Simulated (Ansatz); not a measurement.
The parent structure is ZrO2 (space group P4_2/nmc, No. 137; a = 3.6011 Å, c = 5.2301 Å).

Structures relaxed with Kohn–Sham DFT with the r2SCAN functional, run in Ansatz (a program for electronic structure) with PAW and 500 eV plane waves, no spin-orbit coupling, earlier PAW set.

Base:

Simulated powder pattern, Cu Kα1, λ = 1.54056 Å (kinematic, ideal powder, no thermal factors, no anomalous dispersion; the 8 strongest lines at most, above 2 %, up to 2θ = 90°):

| 2θ (°) | I/Imax (%) | hkl |
|---|---|---|
| 30.10 | 100 | (101) |
| 34.26 | 9.1 | (002) |
| 35.22 | 13 | (110) |
| 49.95 | 37 | (112) |
| 50.66 | 20 | (200) |
| 58.80 | 15 | (103) |
| 60.06 | 27 | (211) |
| 81.26 | 12 | (213) |

It is then changed as follows: full substitution Zr → Mg; the structure is relaxed again.

How do the reflections move or split?


Simulated powder pattern, Cu Kα1, λ = 1.54056 Å (kinematic, ideal powder, no thermal factors, no anomalous dispersion; the 8 strongest lines at most, above 2 %, up to 2θ = 90°):

| 2θ (°) | I/Imax (%) | hkl |
|---|---|---|
| 32.82 | 5.2 | (110) |
| 33.17 | 100 | (101) |
| 47.09 | 86 | (200) |
| 58.81 | 36 | (211) |
| 59.49 | 74 | (112) |
| 68.80 | 22 | (220) |
| 78.54 | 7.1 | (301) |
| 80.12 | 6.7 | (103) |

The indices refer to each structure's own conventional cell; one index is shown for lines that coincide. The space group is now I4/mmm (No. 139).

No phonon test of stability was made. As relaxed here, MgO2 is a hypothetical phase, not in the database extracts checked. The final runs are not spin-polarised. This is not the structure that ZrO2 has at room temperature and ambient pressure.
